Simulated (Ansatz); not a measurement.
**MgO: band gap against strain**

MgO (rock salt, Fm-3m, 9.355 Å³/atom at rest) under an equal strain ε in the (111) plane with the normal axis free, as in a coherent film. PBEsol in Ansatz, a plane-wave DFT program (PAW, default set), 420 eV, 13×13×13 Γ-centred mesh, Fermi-Dirac smearing 0.05 eV; ions are relaxed within the symmetry of each cell. Gaps are the smallest over the k-mesh and a band path, without spin-orbit coupling; in all rows the valence edge lies at Γ and the conduction edge at Γ.

Here s stands for strain and Eg for gap.

| strain (%) | gap (eV) |
|---|---|
| -2.50 | ? |
| -1.25 | 4.773 |
| -0.83 | 4.722 |
| -0.42 | 4.672 |
| 0.00 | 4.620 |

The 4 complete rows are fitted with a straight line, Eg against s. Means: s -0.62500, Eg 4.6968. About the means, the sum of products is -0.10587 and the sum of squares of s is 0.86530; the slope is their ratio. Least squares gives Eg = 4.6203 - 0.12236·s. Residuals (row less fit): -0.0003, 0.0001, 0.0003, -0.0003; standard error 0.0004 (degrees of freedom: 2). Over these rows the gap moves by -12 ± 0.04 eV per unit strain.

Problem. Predict the withheld Eg at s = -2.50 from the fit, and compare with the calculation.

Solution. Eg = 4.6203 - 0.12236 × (-2.50) = 4.9262 eV. The calculation gives 4.918 eV, 0.0082 eV below the prediction (2.8 % of the range of Eg in the table). The row lies outside the fitted rows, so this is an extrapolation. The fitted rows scatter only by rounding.

One order more, fitted to all 7 runs of the series, follows each within 0.001, so the miss is the next term of a smooth law. Rows are the converged runs of the series near zero and its far end; series whose fitted rows scatter by over a few per cent of the range, as at a crossing or softening among them, aren't shown in this form. Most that stay on the fit to the last digits aren't either.
